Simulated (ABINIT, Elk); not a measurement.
An Elk input for a self-consistent single point of AgAu (R-3m, 2 atoms in the cell) (DFT, PBEsol, all-electron FP-LAPW, Elk's shipped species files, APW+lo basis with extra local orbitals):

```
tasks
  0

xctype
  22

rgkmax
  8.0

gmaxvr
  16.0

nxlo
  2

lorbcnd
  .true.

rmtscf
  0.91

lmaxi
  2

stype
  3

swidth
  0.00367493

avec
    2.6977047786    1.5575200768    8.7554583832
   -2.6977047786    1.5575200768    8.7554583832
    0.0000000000   -3.1150416635    8.7554581146

atoms
  2   : nspecies
  'Ag.in'   : spfname
  1   : natoms; atposl, bfcmt below
  0.0000000000  0.0000000000  0.0000000000    0.0 0.0 0.0
  'Au.in'   : spfname
  1   : natoms; atposl, bfcmt below
  0.5000000000  0.5000000000  0.5000000000    0.0 0.0 0.0

ngridk
  9 9 9
```

Question: Write the same calculation as an input for ABINIT.

Answer: This is the input that was run; spellings and numerical settings could be chosen otherwise.

```
# AgAu, PseudoDojo nc-sr-04 PBEsol standard
pp_dirpath "./"
pseudos "Ag.upf, Au.upf"
acell 9.2930905172 9.2930905172 9.2930905172
rprim
         0.2902914562    0.1675997962    0.9421471110
        -0.2902914562    0.1675997962    0.9421471110
        -0.0000000000   -0.3351997549    0.9421470821
natom 2
ntypat 2
znucl 47 79
typat 1 2
xcart
         0.0000000000    0.0000000000    0.0000000000
        -0.0000000000   -0.0000007549   13.1331874404
ecut 82 Ry
occopt 3
tsmear 0.00367493
nband 25
kptopt 1
ngkpt 9 9 9
nshiftk 1
shiftk 0 0 0
nstep 80
tolvrs 1.0e-10
prtwf 0
prtden 0
```

Basis settings and potentials, where a program has them, do not carry over. This input uses DFT, PBEsol, plane waves, norm-conserving pseudopotentials (PseudoDojo nc-sr-04 PBEsol standard).

The starting cell comes from a database of computed structures (which also holds hypothetical and non-ambient phases and stackings), without a prior relaxation at this level. Its lattice was rescaled by a random factor within 2.5 % of one.
